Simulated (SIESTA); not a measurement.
# A self-consistent single point of TiGa5Co (P4/mmm, 7 atoms in the cell) with SIESTA

Level of theory: LDA PW92, numerical atomic orbitals DZP, PseudoDojo LDA standard norm-conserving potentials (rewritten from UPF to PSML) (SIESTA 5.4.2).

Input:

```
# files in the folder: Ti.psml Ga.psml Co.psml (PseudoDojo LDA standard)
SystemName  TiGa5Co
SystemLabel siesta

NumberOfAtoms                7
NumberOfSpecies              3
%block ChemicalSpeciesLabel
  1 22 Ti
  2 31 Ga
  3 27 Co
%endblock ChemicalSpeciesLabel
LatticeConstant              1.0 Ang
%block LatticeVectors
     4.028560000    0.000000000    0.000000000
     0.000000000    4.028560000    0.000000000
     0.000000000    0.000000000    6.441810000
%endblock LatticeVectors
AtomicCoordinatesFormat      Ang
%block AtomicCoordinatesAndAtomicSpecies
     0.000000000    0.000000000    0.000000000  1
     0.000000000    2.014280000    1.919788216  2
     0.000000000    2.014280000    4.522021784  2
     2.014280000    0.000000000    1.919788216  2
     2.014280000    0.000000000    4.522021784  2
     2.014280000    2.014280000    0.000000000  2
     0.000000000    0.000000000    3.220905000  3
%endblock AtomicCoordinatesAndAtomicSpecies

XC.functional                LDA
XC.authors                   PW92
PAO.BasisSize                DZP
PAO.EnergyShift              0.01 Ry
MeshCutoff                   300 Ry
%block kgrid.MonkhorstPack
    5   0   0  0.0
    0   5   0  0.0
    0   0   3  0.0
%endblock kgrid.MonkhorstPack
OccupationFunction           MP
OccupationMPOrder            0
ElectronicTemperature        1160.45 K

MaxSCFIterations             150
SCF.Mixer.Method             Pulay
SCF.Mixer.Weight             0.2
SCF.Mixer.History            8
SCF.DM.Tolerance             1.0E-04
Diag.ParallelOverK           true
WriteForces                  true
Charge.Mulliken              end
```

Log, with long lists cut:

```
reinit: Reading from file input.fdf

reinit: System Name: TiGa5Co
reinit: System Label: siesta

coor:   Atomic-coordinates input format  =     Cartesian coordinates
coor:                                          (in Angstroms)

siesta: Atomic coordinates (Bohr) and species
siesta:      0.00000   0.00000   0.00000  1        1
siesta:      0.00000   3.80644   3.62787  2        2
siesta:      0.00000   3.80644   8.54538  2        3
siesta:      3.80644   0.00000   3.62787  2        4
siesta:      3.80644   0.00000   8.54538  2        5
siesta:      3.80644   3.80644   0.00000  2        6
siesta:      0.00000   0.00000   6.08663  3        7

siesta: System type = bulk

initatomlists: Number of atoms, orbitals, and projectors:      7   128   126

siesta: ******************** Simulation parameters ****************************
redata: Spin configuration                          = none
redata: Time-Reversal Symmetry                      = T
redata: Number of Atomic Species                    =        3
redata: Mesh Cutoff                                 =   300.0000 Ry
redata: Net charge of the system                    =     0.0000 |e|
redata: Min. number of SCF Iter                     =        0
redata: Max. number of SCF Iter                     =      150
redata: SCF convergence failure will abort job
redata: SCF mix quantity                            = Hamiltonian
redata: Mix DM or H after convergence               =   F
redata: Recompute H after scf cycle                 =   F
redata: Mix DM in first SCF step                    =   T
redata: No kicks to SCF
redata: DM Mixing Weight for Kicks                  =     0.5000
redata: Require Harris convergence for SCF          =   F
redata: Harris energy tolerance for SCF             =     0.000100 eV
redata: Require DM convergence for SCF              =   T
redata: DM tolerance for SCF                        =     0.000100
   [... lines left out ...]
diag: Used triangular part                          = Lower
diag: Absolute tolerance                            =  0.100E-15
diag: Orthogonalization factor                      =  0.100E-05
diag: Memory factor                                 =  1.0000

superc: Internal auxiliary supercell:     5 x     5 x     5  =     125
superc: Number of atoms, orbitals, and projectors:    875  16000  15750

                        Single-point calculation

superc: Internal auxiliary supercell:     5 x     5 x     5  =     125
superc: Number of atoms, orbitals, and projectors:    875  16000  15750

outcell: Unit cell vectors (Ang):
        4.028560    0.000000    0.000000
        0.000000    4.028560    0.000000
        0.000000    0.000000    6.441810

outcell: Cell vector modules (Ang)   :    4.028560    4.028560    6.441810
outcell: Cell angles (23,13,12) (deg):     90.0000     90.0000     90.0000
outcell: Cell volume (Ang**3)        :    104.5460
new_DM -- step:     1
Initializing Density Matrix...

Attempting to read DM from file... Failed...
DM filled with atomic data:

InitMesh: MESH = 48 x 48 x 72 = 165888
InitMesh: Mesh cutoff (required, used) =   300.000   345.264 Ry

stepf: Methfessel-Paxton step function
       Using Hermite-Gauss polynomials of order  0
        iscf     Eharris(eV)        E_KS(eV)     FreeEng(eV)     dDmax    Ef(eV) dHmax(eV)
   scf:    1   -16100.692722   -16147.081876   -16147.097922  1.649023 -3.484194 25.263535
   scf:    2   -16073.410604   -16138.277797   -16138.300349  0.519502 -4.434429 30.291334
   scf:    3   -16165.077736   -16158.969802   -16159.005755  0.208484 -4.361033  4.811917
   scf:    4   -16160.274478   -16159.945838   -16159.978334  0.111520 -4.234982  2.213988
   scf:    5   -16158.903502   -16159.817790   -16159.839510  0.336486 -4.348058  4.270263
   scf:    6   -16156.601070   -16159.489436   -16159.520963  0.109506 -4.395245  5.733395
   [... 3 lines left out ...]
   scf:   10   -16160.338356   -16160.339046   -16160.368902  0.001251 -4.373215  0.113801
   scf:   11   -16160.339500   -16160.339415   -16160.369171  0.000910 -4.371396  0.007436
   scf:   12   -16160.339355   -16160.339389   -16160.369171  0.000250 -4.371280  0.007556
   scf:   13   -16160.339405   -16160.339397   -16160.369173  0.000069 -4.371326  0.003802
   scf:   14   -16160.339410   -16160.339404   -16160.369174  0.000067 -4.371370  0.000222
SCF Convergence by DM+H criterion
max |DM_out - DM_in|         :     0.0000671443
max |H_out - H_in|      (eV) :     0.0002223995
SCF cycle converged after 14 iterations

Using DM_out to compute the final energy and forces

siesta: E_KS(eV) =           -16160.3394

siesta: E_KS - E_eggbox =    -16160.3394

siesta: Atomic forces (eV/Ang):
     1   -0.000000   -0.000000   -0.000000
     2   -0.000000   -0.000000   -0.261624
     3    0.000000    0.000000    0.261624
     4   -0.000000   -0.000000   -0.261624
     5   -0.000000    0.000000    0.261624
     6   -0.000000    0.000000   -0.000000
     7    0.000000    0.000000    0.000000
   Tot   -0.000000    0.000000    0.000000
   Max    0.261624
   Res    0.114182    sqrt( Sum f_i^2 / 3N )
   Max    0.261624    constrained

Stress tensor Voigt[x,y,z,yz,xz,xy] (kbar):       57.25       57.25       61.17       -0.00       -0.00       -0.00
(Free)E + p*V (eV/cell)   -16164.1900
Target enthalpy (eV/cell)   -16160.3692

siesta: Program's energy decomposition (eV):
siesta: Ebs     =     -2135.609790
siesta: Eions   =     18788.372940
siesta: Ena     =      1014.314708
siesta: Ekin    =     10986.345379
siesta: Enl     =     -5671.934447
siesta: Eso     =         0.000000
siesta: Edftu   =         0.000000
siesta: DEna    =        91.330166
siesta: DUscf   =         2.929837
siesta: DUext   =         0.000000
siesta: Ex      =     -3511.818503
siesta: Ec      =      -283.133604
siesta: Exc     =     -3794.952108
siesta: Eharris =    -16160.339410
siesta: Etot    =    -16160.339404
siesta: FreeEng =    -16160.369174

siesta: Atomic forces (eV/Ang):
siesta:      1   -0.000000   -0.000000   -0.000000
siesta:      2   -0.000000   -0.000000   -0.261624
siesta:      3    0.000000    0.000000    0.261624
siesta:      4   -0.000000   -0.000000   -0.261624
siesta:      5   -0.000000    0.000000    0.261624
siesta:      6   -0.000000    0.000000   -0.000000
siesta:      7    0.000000    0.000000    0.000000
siesta: ----------------------------------------
siesta:    Tot   -0.000000    0.000000    0.000000

siesta: Stress tensor (static) (eV/Ang**3):
   [... lines left out ...]
siesta: Cell volume =        104.546039 Ang**3
siesta:         -58.55387638        -65.50947793  kBar
   [... lines left out ...]
              2.013   1.991   2.006   2.008   1.996   0.057   0.060   0.041

              0.033   0.071
   4 13.371   1.293   0.057   0.281   0.227   0.234   0.187   0.360   0.457
              2.013   2.008   2.006   1.991   1.996   0.057   0.033   0.041

              0.060   0.071
   5 13.371   1.293   0.057   0.281   0.227   0.234   0.187   0.360   0.457
              2.013   2.008   2.006   1.991   1.996   0.057   0.033   0.041

              0.060   0.071
   6 13.191   1.422   0.001   0.326  -0.248   0.326   0.288   0.536   0.288
              1.999   2.005   1.997   2.005   2.004   0.070   0.051  -0.018

              0.051   0.088

Species: Co
Atom  Qatom  Qorb
               3s      4s      4s      3py     3pz     3px     4py     4pz
               4px     3dxy    3dyz    3dz2    3dxz    3dx2-y2 3dxy    3dyz
               3dz2    3dxz    3dx2-y2
   7 16.273   1.872  -0.264   0.152   2.010   2.003   2.010   0.293   0.274
              0.293   1.791   1.602   1.763   1.602   1.572  -0.163  -0.120

             -0.173  -0.120  -0.122

mulliken: Qtot =       94.000

Mulliken Atomic Populations:
Atom #   charge [q] valence [e]  Species
     1     0.948377   11.051623  Ti
     2    -0.371039   13.371039  Ga
     3    -0.371039   13.371039  Ga
     4    -0.371039   13.371039  Ga
     5    -0.371039   13.371039  Ga
     6    -0.190947   13.190947  Ga
     7     0.726728   16.273272  Co
 Total     0.000000
```

The run converged in 14 iterations.

The starting cell comes from a database of computed structures (which also holds hypothetical and non-ambient phases and stackings), without a prior relaxation at this level. Spin polarisation is off. Values carry the incompleteness of an atom-centred basis. With a pressure of about -6 GPa the cell is away from its equilibrium volume at this level.

Cost on one core of a shared machine: roughly 80 s.
